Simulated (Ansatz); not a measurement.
Base system: ZnS in the zinc blende structure (space group F-43m, No. 216; a = 5.389 Å). Axes: x, y, z lie along the cube axes.

It is then changed as follows: the cell is stretched by 0.56 % along y with no lateral relaxation, atoms relaxed at fixed cell.

Levels (all Ansatz, a quantum-chemistry and plane-wave program, PAW): r2SCAN (500 eV, no SOC); HSE06+SOC (420 eV, with spin-orbit coupling).

The geometry is relaxed with r2SCAN.

r2SCAN band gap: 2.67 eV
r2SCAN valence-band top at Γ: 0.00, 0.00, -0.02 eV

Problem. How does going to HSE06+SOC change the band gap and valence-band top at Γ?

Solution. The band gap grows by 0.64 eV to 3.31 eV; the valence-band top at Γ (three highest Kramers pairs, from the VBM) goes from 0.00, 0.00, -0.02 eV to 0.00, -0.01, -0.09 eV.

Single points use the geometry relaxed with r2SCAN. Differences between runs with and without spin-orbit coupling are approximate. The cells carry an imposed strain or load. Stability against distortions was not tested.
